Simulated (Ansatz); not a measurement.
**A computed series for CdTe: pressure series**

Consider CdTe in the zinc blende structure (space group F-43m, No. 216; a = 6.489 Å).

Cell and atoms are relaxed at each pressure.

The values are results of plane-wave PAW DFT at the PBEsol level (Ansatz, an electronic-structure program, 420 eV), spin-orbit coupling left out, not measurements.

Candidates:
(a) pressure −1 GPa
(b) pressure 10 GPa
(c) pressure 0.7 GPa
(d) pressure 7.5 GPa

Before the change:

- Band gap: 0.65 eV

Order them by band gap, highest first.

(b) pressure 10 GPa (1.14 eV), (d) pressure 7.5 GPa (1.04 eV), (c) pressure 0.7 GPa (0.70 eV), (a) pressure −1 GPa (0.57 eV)

Spin-orbit coupling, missing from the scalar runs, can matter with Te. Load acts through the strain it causes; cell and atoms are relaxed under it. Stability against distortions was not tested. Measured, CdTe leaves this structure (for cinnabar) near 3.53 GPa (temperature not stated; as listed in Datta, Sujoy, Jana, Debnarayan, arXiv (2020)), on rising pressure, with hysteresis.
